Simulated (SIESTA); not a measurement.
Band structure of MgI₂ (P-3m1, 3 atoms in the cell).

```yaml
crystal:
  lattice:
    - [2.08164, -3.60551, 0.00000]
    - [2.08164, 3.60551, 0.00000]
    - [0.00000, 0.00000, 6.88195]
  atoms:
    - { symbol: Mg, position: [0.00000, 0.00000, 0.00000] }
    - { symbol: I, position: [0.33333, 0.66667, 0.24200] }
    - { symbol: I, position: [0.66667, 0.33333, 0.75800] }
```

Method of the run: GGA PBE, numerical atomic orbitals DZP, PseudoDojo PBE standard norm-conserving potentials (rewritten from UPF to PSML) (SIESTA).

Settings: XC.functional = GGA; XC.authors = PBE; potentials = PseudoDojo PBE standard; PAO.BasisSize = DZP; PAO.EnergyShift = 0.005 Ry; MeshCutoff = 300 Ry; kgrid.MonkhorstPack = 5 5 3; OccupationFunction = FD; ElectronicTemperature = 0.01 eV; MaxSCFIterations = 150; SCF.Mixer.Method = Pulay; SCF.Mixer.Weight = 0.1; SCF.Mixer.History = 6; SCF.DM.Tolerance = 1.0E-05.

The starting cell has typed, rounded lattice constants, without a prior relaxation at this level. Its lattice was rescaled by a random factor within 2.5 % of one. Spin-orbit coupling is off. Values carry the incompleteness of an atom-centred basis.

Question: Predict the gap along the standard path and the places of the band edges.

Answer: The gap along the path is 3.57 eV, from Γ to a point between L and M; the smallest direct gap on it is 3.98 eV.

Levels in eV from the top of the valence band on the path, bands 9 to 13:
```json
[
 {"point": "Γ", "9": "-0.47", "10": "-0.13", "11": "-0.13", "12": "0.00", "13": "3.98"},
 {"point": "M", "9": "-1.86", "10": "-1.44", "11": "-0.89", "12": "-0.46", "13": "3.73"},
 {"point": "K", "9": "-2.43", "10": "-1.94", "11": "-1.23", "12": "-1.23", "13": "4.06"},
 {"point": "A", "9": "-0.37", "10": "-0.37", "11": "-0.22", "12": "-0.22", "13": "4.89"},
 {"point": "L", "9": "-1.28", "10": "-1.14", "11": "-0.79", "12": "-0.71", "13": "3.59"},
 {"point": "H", "9": "-2.81", "10": "-2.24", "11": "-0.55", "12": "-0.55", "13": "4.76"}
]
```

Higher empty bands are left out: an atom-centred basis made for the valence describes them poorly.
